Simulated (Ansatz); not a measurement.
System: Ru vacancy in hcp Ru (neutral cell). The step: a nearby Ru atom hops onto the vacant site; the atom moves 2.61 Å along (0.64, 0.32, 0.50) of the unit cell; the moving atom starts with neighbours Ru at 2.65, 6 Ru at 2.67, 2 Ru at 2.71, 2 Ru at 2.75 Å and ends with Ru at 2.65, 6 Ru at 2.67, 2 Ru at 2.71, 2 Ru at 2.75 Å. A PBE band in Ansatz (plane-wave PAW, a 2×2×2 k-point mesh shifted by half a step along c, 36 host sites, 22 SCF runs with any check of the saddle's order, static, no finite-size correction) gives a forward barrier of 2.36 eV. The saddle point's order was not checked, and it lies on a symmetry element of the cell, where a band can be held. Forms of the defect that were not tried may lie lower.

Single points at the band's start and saddle point can refine it. Rough cost of one point, in units of the band's mean SCF on the same machine:

| Level | Cost of one point |
|---|---|
| PBE, a 4×4×4 k-point mesh shifted by half a step along c | about 8 |
| r2SCAN at 500 eV, a 2×2×2 k-point mesh shifted by half a step along c | about 3 |

**Question.** Which of these move the barrier by more than 0.1 eV, and how far does each move it?

**Answer.** PBE, a 4×4×4 k-point mesh shifted by half a step along c: -0.12 eV; r2SCAN at 500 eV, a 2×2×2 k-point mesh shifted by half a step along c: +0.02 eV. Each functional is compared with PBE at the same k-points.

Ansatz is a first-principles code.
